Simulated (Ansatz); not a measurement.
Cd2SnO4 (Pbam, No. 55, 14 atoms in the cell; start mp-5966), treated with PBEsol+SOC in Ansatz (plane waves, PAW).

Numerical settings: plane-wave cutoff 520 eV, 6×4×8 k mesh (along the axes of the cell as run), Fermi–Dirac smearing 0.01 eV, PAW data made under PBE.

Cell (relaxed with PBEsol):

```cif
data_Cd4O8Sn2
_chemical_formula_sum 'Cd4 Sn2 O8'
_space_group_name_H-M_alt 'P 1'
_space_group_IT_number 1
_cell_length_a 5.57122
_cell_length_b 9.92898
_cell_length_c 3.19913
_cell_angle_alpha 90.000
_cell_angle_beta 90.000
_cell_angle_gamma 90.000
loop_
_space_group_symop_operation_xyz
  'x, y, z'
loop_
_atom_site_label
_atom_site_type_symbol
_atom_site_fract_x
_atom_site_fract_y
_atom_site_fract_z
_atom_site_occupancy
Cd1 Cd 0.06043 0.32359 0.50000 1
Cd2 Cd 0.93957 0.67641 0.50000 1
Cd3 Cd 0.56043 0.17641 0.50000 1
Cd4 Cd 0.43957 0.82359 0.50000 1
Sn1 Sn 0.00000 0.00000 0.00000 1
Sn2 Sn 0.50000 0.50000 0.00000 1
O1 O 0.13483 0.80675 0.00000 1
O2 O 0.86517 0.19325 0.00000 1
O3 O 0.63483 0.69325 0.00000 1
O4 O 0.36517 0.30675 0.00000 1
O5 O 0.26296 0.53910 0.50000 1
O6 O 0.73704 0.46090 0.50000 1
O7 O 0.76296 0.96090 0.50000 1
O8 O 0.23704 0.03910 0.50000 1
```

### Question
Give the computed band gap.

### Answer

- band gap = 0.48 eV (on the SCF k mesh)

Computed values are for the static lattice.

A start named mp-… is a Materials Project structure, which need not be a measured phase.

Ansatz is an electronic-structure program.
